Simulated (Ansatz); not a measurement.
Consider AlN in the zinc blende structure (space group F-43m, No. 216; a = 4.403 Å).

The values are results of PBE/PAW in Ansatz (a quantum-chemistry and plane-wave program), without spin-orbit coupling, not measurements.

Base values:

| Quantity | Value |
|---|---|
| Pressure | 0.00 GPa |

Modification: an isotropic linear strain of −3.00 %, atoms relaxed at fixed cell.

Q: How does this affect the energy relative to the base and pressure?

A: The energy goes up by 57 meV/atom; the pressure goes from zero to 21.03 GPa.

Stability against distortions was not tested. This is not the structure that AlN has at room temperature and ambient pressure.
